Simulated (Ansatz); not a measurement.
Start from AlN in the wurtzite structure (space group P6_3mc, No. 186; a = 3.089 Å, c = 4.943 Å). Axes: x lies along a and z along c of the hexagonal cell.

Calculations: DFT with LDA, PAW potentials and a 420 eV plane-wave cutoff in Ansatz (a quantum-chemistry and plane-wave program), spin-orbit coupling left out.

Base values:

```
Item                                   Value
---------------------  ---------------------
Gap character                    direct at Γ
Valence-band top at Γ  0.00, -0.23, -0.23 eV
```

It is then changed as follows: the cell is stretched by 1.80 % along z with no lateral relaxation, atoms relaxed at fixed cell.

Q: What does the calculation give for the gap character after the change?

A: The gap character remains direct at Γ.

Q: Predict the new energy relative to the base.

A: The energy grows by 3.8 meV/atom.

Q: How does this affect the valence-band top at Γ?

A: The valence-band top at Γ (three highest levels, from the VBM) becomes 0.00, -0.07, -0.07 eV (base: 0.00, -0.23, -0.23 eV).

The cells carry an imposed strain or load. Stability against distortions was not tested.
